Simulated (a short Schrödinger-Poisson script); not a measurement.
Symmetric double-gate stack, SiO2 on p-type Si(110)

Stack: symmetric double-gate stack, SiO2 on p-type Si(110), at 300 K.

```csv
layer,material,thickness (nm),Na (cm⁻³)
1,SiO2,2.5,-
2,Si,3,4e17
3,SiO2,2.5,-
```

Constants are typed, rounded textbook-type inputs, not results; the design itself was drawn at random and stands for no fabricated device. SiO2: permittivity 3.9, conduction-band edge (eV) 3.15, gap (eV) 9, electron mass (mₑ) 0.5. Si: permittivity 11.7, conduction-band edge (eV) 0, gap (eV) 1.124, Nv at 300 K (cm⁻³) 3.1e19.

Channel valleys (confinement mass, in-plane density-of-states mass, number): Δ4 0.315, 0.324, 4; Δ2 0.19, 0.417, 2. At the gates, both at one voltage, the conduction-band edge of layer 1 lies 3.7 eV − eVg above the Fermi level of the channel. Gaps are held at their typed values at every temperature. Mesh 0.03 nm at interfaces.

From a short Schrödinger-Poisson script (our own, NumPy): 1D Poisson equation in equilibrium, electrons quantum, Hartree (BenDaniel-Duke, 12 states a valley, the channel's in-plane mass for all, wave functions ending at the dielectric), parabolic valleys, classical holes, full ionisation, no traps, pinning or gate leakage.

```tsv
Vg (V)	electrons (cm⁻²)	C (μF/cm²)	Δ4 E0 (meV)	Δ4 E1 (meV)	Δ2 E0 (meV)	Δ2 E1 (meV)
0.3	3.99e6	< 0.003	390.2	787.8	477.4	1136.7
0.4	1.91e8	< 0.003	290.2	687.8	377.5	1036.7
0.5	8.92e9	0.0551	190.8	588.4	278.0	937.3
0.6	2.38e11	0.927	105.6	502.9	192.9	851.8
0.7	1.14e12	1.82	64.3	460.2	151.6	809.1
0.8	2.38e12	2.09	44.3	438.4	131.5	787.3
0.9	3.72e12	2.21	31.4	423.6	118.7	772.5
1	5.12e12	2.27	21.9	412.1	109.2	761.0
1.1	6.55e12	2.30	14.2	402.3	101.5	751.3
1.2	7.99e12	2.33	7.7	393.7	95.0	742.7
1.3	9.45e12	2.34	2.0	385.9	89.3	734.9
1.4	1.09e13	2.36	-3.1	378.7	84.2	727.7
1.5	1.24e13	2.37	-7.8	371.9	79.5	720.9
1.6	1.39e13	2.37	-12.2	365.5	75.2	714.5
1.7	1.54e13	2.38	-16.3	359.3	71.2	708.4
1.8	1.68e13	2.39	-20.2	353.4	67.3	702.5
1.9	1.83e13	2.39	-23.9	347.6	63.7	696.7
2	1.98e13	2.40	-27.4	342.0	60.2	691.2
```

Gate voltages with under 1e6 electrons/cm² are left out.

Subbands count from the Fermi level. The capacitance is that of both gates.
